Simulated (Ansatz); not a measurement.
GeSb2Te4 (R-3m, No. 166, 7 atoms in the cell; start mp-1224370) was calculated with PBEsol (Ansatz, an electronic-structure program, PAW).

Output (set-up and result lines):

```
Relaxation: its limit of steps is 80 (relax.max_steps)
Crystal: 7 atoms, lattice volume = 205.908 Å³
Basis set: ecut = 520 eV, 5497 PW (Γ), FFT grids on a1−a3, a2−a3, a3, exchange–correlation on 64×64×200 points (8 copies of the dense FFT grid, shifted against one another)
Bands: 65, of which v1, the nominal top of the filled ones, is band 54 counted from 1 (53 counted from 0)
Symmetry: 12 space group operations
Space group: R-3m (ITA 166), of the structure as read, at distance tolerance 5.9e-5 Å
k-points: 417 of 4096
Functional: x = pbesol(κ = 0.804, μ = 0.12345679012345678), c = pbesol(β = 0.046)
SCF iter   1: F=—  HF=-44675.825357 eV  |F-HF|=—  |Δ(HF+E_count)|=         —  Δρ=2.88e-3  dr2=7.12e-2
SCF iter   2: F=—  HF=-44675.813395 eV  |F-HF|=—  |Δ(HF+E_count)|=   1.20e-2  Δρ=1.66e-3  dr2=2.41e-2
  ...
SCF 1 converged in 9 iterations: F = -44675.809978 eV  dr2 = 3.47e-8
Crystal: 7 atoms, lattice volume = 205.908 Å³
Basis set: ecut = 520 eV, 5491 PW (Γ), FFT grids on a1−a3, a2−a3, a3, exchange–correlation on 64×64×200 points (8 copies of the dense FFT grid, shifted against one another)
Initial density: handed on by an earlier stage of this run
SCF 2 converged in 7 iterations: F = -44675.810685 eV  dr2 = 4.18e-8
Crystal: 7 atoms, lattice volume = 205.908 Å³
Basis set: ecut = 520 eV, 5485 PW (Γ), FFT grids on a1−a3, a2−a3, a3, exchange–correlation on 64×64×200 points (8 copies of the dense FFT grid, shifted against one another)
SCF 3 converged in 6 iterations: F = -44675.810969 eV  dr2 = 7.42e-8
Crystal: 7 atoms, lattice volume = 205.908 Å³
SCF 4 converged in 7 iterations: F = -44675.811000 eV  dr2 = 1.02e-10
Crystal: 7 atoms, lattice volume = 205.908 Å³
SCF iter   4: F=—  HF=-44675.811000 eV  |F-HF|=—  |Δ(HF+E_count)|=   2.38e-8  Δρ=2.46e-7  dr2=3.37e-11
SCF iter   5: F=-44675.811000 eV  HF=-44675.811000 eV  |F-HF|=1.46e-11  |Δ(HF+E_count)|=  5.60e-10  Δρ=4.43e-8  dr2=5.40e-12
SCF 5 converged in 5 iterations: F = -44675.811000 eV  dr2 = 5.40e-12
SCF converged after 5 iterations
Free energy (F): -44675.811000 eV
Internal energy: -44675.794614 eV  (E = F + TS)
E sigma→0 (E₀):  -44675.802807 eV
Fermi energy:    9.795163 eV
--- Forces (eV/Å), atoms counted from 1 ---
  atom   1  Ge     0.00000000     0.00000000    -0.00000000
  atom   2  Sb     0.00000000    -0.00000000    -0.00056687
  atom   3  Sb     0.00000000     0.00000000     0.00056687
  atom   4  Te     0.00000000     0.00000000     0.00043779
  atom   5  Te     0.00000000    -0.00000000    -0.00043779
  atom   6  Te     0.00000000     0.00000000     0.00116588
  atom   7  Te     0.00000000    -0.00000000    -0.00116588
--- Stress (GPa, compression-positive) ---
       -1.030535       0.000000       0.000000
        0.000000      -1.030535      -0.000000
        0.000000      -0.000000      -1.033620
  P = ⅓ Tr σ = -1.0316 GPa (-10.316 kbar)
```

Task: Write an input file that could have produced this run (the log leaves some choices open).

Result: This is not unique; one that fits is 
Ansatz 0.2 input:
```yaml
crystal:
  lattice:
    - [2.1372158264, 1.2339222966, 13.0132759865]
    - [-2.1372158264, 1.2339222966, 13.0132759865]
    - [0.0, -2.4678441014, 13.0132760332]
  atoms:
    - { symbol: Ge, position: [0.0, 0.0, 0.0] }
    - { symbol: Sb, position: [0.1415744527, 0.1415744527, 0.1415744527] }
    - { symbol: Sb, position: [0.8584255473, 0.8584255473, 0.8584255473] }
    - { symbol: Te, position: [0.4296062586, 0.4296062586, 0.4296062586] }
    - { symbol: Te, position: [0.5703937414, 0.5703937414, 0.5703937414] }
    - { symbol: Te, position: [0.2919163246, 0.2919163246, 0.2919163246] }
    - { symbol: Te, position: [0.7080836754, 0.7080836754, 0.7080836754] }
basis:
  ecutwfc: 520
  ecutrho_ratio: 4
  xc_grid: 2
kpoints:
  mp_grid: { grid: [16, 16, 16] }
hamiltonian:
  xc: pbesol
  dispersion: none
  pseudopotentials: { kind: paw }
scf:
  occupations: { method: fermi_dirac, width: 0.05 }
output:
  forces: true
  stress: true
  eigenvalues: true
relax:
  f_tol: 0.004
  escape_saddle: false
  max_steps: 80
  cell: { stress_tol: 0.02, fix: [volume] }
```

The cell is one volume of an energy–volume scan, off the minimum.

The PAW data were made under PBE.

Note: the relaxation could not lower the start's symmetry, so the cell can be a saddle point above a distorted one.

A start named mp-… is a Materials Project structure, which need not be a measured phase.
